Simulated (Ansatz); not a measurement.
The reference is InAgTe2 in the chalcopyrite structure (space group I-42d, No. 122).

```
CELL_PARAMETERS angstrom
     -3.28433     3.28433     6.49971
      3.28433    -3.28433     6.49971
      3.28433     3.28433    -6.49971
ATOMIC_POSITIONS crystal
  In 0.50000 0.50000 0.00000
  In 0.25000 0.75000 0.50000
  Te 0.37500 0.36941 0.49441
  Te 0.63059 0.12500 0.00559
  Te 0.87500 0.88059 0.50559
  Te 0.11941 0.62500 0.99441
  Ag 0.00000 0.00000 0.00000
  Ag 0.75000 0.25000 0.50000
```

Cartesian axes are those of the cell as printed.

Calculations: PBE (Ansatz, a quantum-chemistry and plane-wave program), no SOC.

Before the change:

The pressure is 0.0 GPa and the shortest interatomic distance is 2.813 Å.

One thing is altered: uniaxial strain ε_zz = +1.50 %, all other strain components held at zero; the atoms relax in the strained cell.

Problem. What does the calculation give for the energy relative to the base, pressure and shortest interatomic distance after the change?

Solution. The energy increases by 1.1 meV/atom; the pressure (mean of the normal stresses, compression positive) goes from zero to -0.5 GPa; the shortest interatomic distance increases by 0.015 Å to 2.828 Å.

Whether these cells are dynamically stable was not tested. The final runs are not spin-polarised. Gaps under 0.05 eV, about the width of the smearing, are given as zero.
